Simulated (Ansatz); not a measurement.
The starting structures come from a database of crystals and need not be the phases stable at ambient conditions.

Inside the gap of an insulator the Bloch states are evanescent, with a wavenumber k + iκ along the transport direction.

```xyz
28
Lattice="6.3540 0.0000 0.0000 3.1770 6.0108 0.0000 3.1770 -0.1944 15.9511" Properties=species:S:1:pos:R:3 pbc="T T T"
Ag     6.5592     2.5446    11.4014
Ag     6.1488     3.2717     4.5497
Ag     3.3822     0.1691    12.5253
Ag     9.3258     5.6472     3.4258
Ag     9.8072     5.3742    10.1144
Ag     2.9009     0.4421     5.8367
Ag     9.8072     3.3503    13.8122
Ag     2.9009     2.4660     2.1389
Ag     6.8701     1.7622     6.9942
Ag     5.8379     4.0541     8.9569
Ag     6.8701     1.1460     0.9813
Ag     5.8379     4.6704    14.9698
As     3.5324     1.5749     9.1309
As     9.1756     4.2414     6.8202
As     6.7094     1.1388    14.7958
As     5.9986     4.6775     1.1553
S      4.4122     1.1752    14.5713
S      8.2959     4.6412     1.3798
S      7.5892     1.5386     9.3553
S      5.1189     4.2778     6.5958
S      4.0877     3.0354    10.7633
S      8.6203     2.7809     5.1878
S     10.4417     5.6890    13.1633
S      2.2663     0.1273     2.7878
S      7.2724     3.0422    13.7071
S      5.4357     2.7741     2.2440
S      7.2724     5.6823    10.2195
S      5.4357     0.1340     5.7315
```

Space group of this cell: C2/c. The cell is taken as given; by PBEsol its mean pressure is -2.2 GPa.

Transport runs along the normal of the first two printed cell vectors.

The gap is the functional's own. No spin-orbit coupling. Mid-gap values are interpolated on the energy grid.

Q: Compute, with PBEsol (Ansatz, a first-principles code), the band gap and the smallest decay constant κ at mid-gap.

A: Gap 1.65 eV on a 6×6×6 mesh; κ = 0.243 1/Å, at (0.333, 0.000) of the in-plane reciprocal vectors. At the zone centre, at the nearest computed energy, the slowest state has κ = 0.27 1/Å.
